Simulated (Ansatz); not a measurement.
Base system: ZnGeAs₂ in the chalcopyrite structure (space group I-42d, No. 122; a = 5.6549 Å, c = 11.1873 Å).

Method: Kohn–Sham DFT with the PBEsol functional, run in Ansatz (an electronic-structure program) with PAW and 420 eV plane waves, no spin-orbit coupling.

One change was made to it. Results:

The width of the top valence band rises by 0.145 eV (1.50 eV → 1.64 eV); the gap character remains direct at Γ; the volume per atom decreases by 1.25 Å³ to 21.11 Å³.

Question: What was done to the base?
A. pressure 2.1 GPa
B. pressure 15 GPa
C. pressure 4.5 GPa
D. pressure 30 GPa

Answer: C, pressure 4.5 GPa. For comparison, the volume per atom in the other runs: pressure 15 GPa gives 19.17 Å³; pressure 2.1 GPa gives 21.73 Å³; pressure 30 GPa gives 17.45 Å³.

Load acts through the strain it causes; cell and atoms are relaxed under it. Stability against distortions was not tested. No other phases were tried under pressure.
